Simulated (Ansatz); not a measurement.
Defect: interstitial Cu in rock-salt TaC, neutral cell. Level of theory: PBE, PAW (plane waves to 420 eV; Ansatz, an electronic-structure program).

Settings: 64 host sites, the relaxed PBE lattice, a 3×3×3 k-point mesh shifted by half a step, smearing 0.10 eV, spin-restricted, no image-charge correction. No zero-point or tunnelling terms. Spin-orbit coupling is left out. Sites that were not tried may lie lower.

Barriers: single points on a 4×4×4 k-point mesh shifted by half a step at the bands' geometries.

The step: several atoms move together, Cu the farthest. Atoms about the jump, Cartesian Å from the middle of the jump, before and after:

```tsv
atom	x0	y0	z0	x1	y1	z1
Cu1	-1.12	0.00	0.00	1.12	0.00	0.00
C2	0.01	-1.13	-1.13	-0.01	-1.13	-1.13
C3	0.01	1.13	1.13	-0.01	1.13	1.13
Ta4	0.20	1.32	-1.32	-0.20	1.32	-1.32
Ta5	0.20	-1.32	1.32	-0.20	-1.32	1.32
Ta6	-2.44	-1.32	-1.32	-2.25	-1.12	-1.12
Ta7	2.25	-1.12	-1.12	2.44	-1.32	-1.32
Ta8	-2.44	1.32	1.32	-2.25	1.12	1.12
Ta9	2.25	1.12	1.12	2.44	1.32	1.32
C10	-2.26	1.13	-1.13	-2.28	1.13	-1.13
C11	2.28	1.13	-1.13	2.26	1.13	-1.13
C12	-2.26	-1.13	1.13	-2.28	-1.13	1.13
C13	2.28	-1.13	1.13	2.26	-1.13	1.13
Ta14	0.00	-1.12	-3.37	0.00	-1.12	-3.37
Ta15	0.00	-3.37	-1.12	0.00	-3.37	-1.12
Ta16	0.00	3.37	1.12	0.00	3.37	1.12
Ta17	0.00	1.12	3.37	0.00	1.12	3.37
C18	0.01	1.13	-3.40	-0.01	1.13	-3.40
C19	0.01	-3.40	1.13	-0.01	-3.40	1.13
C20	0.01	3.40	-1.13	-0.01	3.40	-1.13
C21	0.01	-1.13	3.40	-0.01	-1.13	3.40
```

Task: Predict the transition state.

Result: 
| atom | x | y | z |
|---|---|---|---|
| Cu1 | 0.00 | 0.01 | 0.00 |
| C2 | 0.00 | -1.26 | -1.27 |
| C3 | 0.00 | 1.27 | 1.27 |
| Ta4 | 0.00 | 1.52 | -1.52 |
| Ta5 | 0.00 | -1.51 | 1.52 |
| Ta6 | -2.23 | -1.12 | -1.12 |
| Ta7 | 2.23 | -1.12 | -1.12 |
| Ta8 | -2.23 | 1.13 | 1.12 |
| Ta9 | 2.23 | 1.13 | 1.12 |
| C10 | -2.21 | 1.16 | -1.16 |
| C11 | 2.22 | 1.16 | -1.16 |
| C12 | -2.21 | -1.15 | 1.16 |
| C13 | 2.22 | -1.15 | 1.16 |
| Ta14 | 0.00 | -1.13 | -3.39 |
| Ta15 | 0.00 | -3.39 | -1.14 |
| Ta16 | 0.00 | 3.40 | 1.14 |
| Ta17 | 0.00 | 1.14 | 3.39 |
| C18 | 0.00 | 1.14 | -3.48 |
| C19 | 0.00 | -3.48 | 1.13 |
| C20 | 0.00 | 3.49 | -1.14 |
| C21 | 0.00 | -1.13 | 3.48 |
It lies 2.67 eV above the start and 2.67 eV above the end. The saddle point's order was not checked, and it lies on a symmetry element of the cell, where a band can be held.
